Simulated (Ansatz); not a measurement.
System: zinc-blende BeS. Method: LC-ωPBE in Ansatz (PAW).

Numerical settings: plane-wave cutoff 460 eV, 10×10×10 k mesh, Fermi–Dirac smearing 0.01 eV, scalar-relativistic PAW data made under PBE.

Response to compression and expansion:

| V (Å³/atom) | P (GPa) | direct gap at Γ (eV) | smallest gap on the k mesh (eV) |
|---|---|---|---|
| 13.368 | 6.08 | 12.068 | 8.704 |
| 13.719 | 2.92 | 12.092 | 8.769 |
| 14.223 | -1.02 | 12.118 | 8.853 |
| 14.423 | -2.41 | 12.126 | 8.883 |
| 14.775 | -4.64 | 11.903 | 8.934 |

The fundamental gap (8.83 eV at the equilibrium volume, on the SCF mesh) lies elsewhere than Γ–Γ.

Ansatz is a quantum-chemistry and plane-wave program.
